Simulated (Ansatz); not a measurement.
For Ga (model structure, started from the diamond type, Fd-3m, No. 227, 2 atoms in the cell), PBEsol (Ansatz, a program for electronic structure, plane waves, PAW) gives:

lattice parameter a: 5.759 Å
bulk modulus: 43.6 GPa
cohesive energy: 2.73 eV/atom

Problem. What does r²SCAN (Ansatz, PAW) give for the same quantities?

Solution. 
- lattice constant a: 5.777 Å (increases by 0.3 %)
- bulk modulus: 44.3 GPa (grows by 1.6 %)
- cohesive energy: 2.52 eV/atom (drops by 0.21 eV/atom)

Changes are worked out from the printed values.

Unless a cell is named, each level is at its own relaxed cell (PBEsol 23.87, r²SCAN 24.10 Å³/atom).

Caveats: the bulk modulus is −V dP/dV from two relaxed cells at ±2 % in volume (PBEsol, r²SCAN). Ansatz's density-functional and Hartree–Fock values are scalar-relativistic unless marked +SOC, with PAW data made under PBE.

A model structure was made by putting elements into a prototype or built by hand; it is no filed structure, need not be a known phase, and can be a saddle point held by its symmetry.
